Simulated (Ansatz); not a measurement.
## CaF2: pressure series

Take CaF2 in the fluorite structure (space group Fm-3m, No. 225; a = 5.439 Å) as the base.

Cell and atoms are relaxed at each pressure.

Calculations: r2SCAN/PAW in Ansatz (a quantum-chemistry and plane-wave program), scalar-relativistic without spin-orbit coupling.

Computed cases, in order: pressure −2 GPa; pressure −1 GPa; 0 GPa (base); pressure 1.8 GPa; pressure 4.2 GPa; pressure 9 GPa; pressure 18 GPa; pressure 30 GPa; pressure 60 GPa.

### Question
Between which two neighbouring cases does the gap turn between direct and indirect?

### Answer
Between pressure 18 GPa (8.95 eV, indirect, X → Γ) and pressure 30 GPa (9.36 eV, direct at X). The whole series: pressure −2 GPa: 7.89 eV, indirect, X → Γ; pressure −1 GPa: 7.96 eV, indirect, X → Γ; 0 GPa (base): 8.03 eV, indirect, X → Γ; pressure 1.8 GPa: 8.15 eV, indirect, X → Γ; pressure 4.2 GPa: 8.29 eV, indirect, X → Γ; pressure 9 GPa: 8.55 eV, indirect, X → Γ; pressure 18 GPa: 8.95 eV, indirect, X → Γ; pressure 30 GPa: 9.36 eV, direct at X; pressure 60 GPa: 9.65 eV, direct at X.

Load acts through the strain it causes; cell and atoms are relaxed under it. Stability against distortions was not tested. Competing high-pressure phases were not computed.
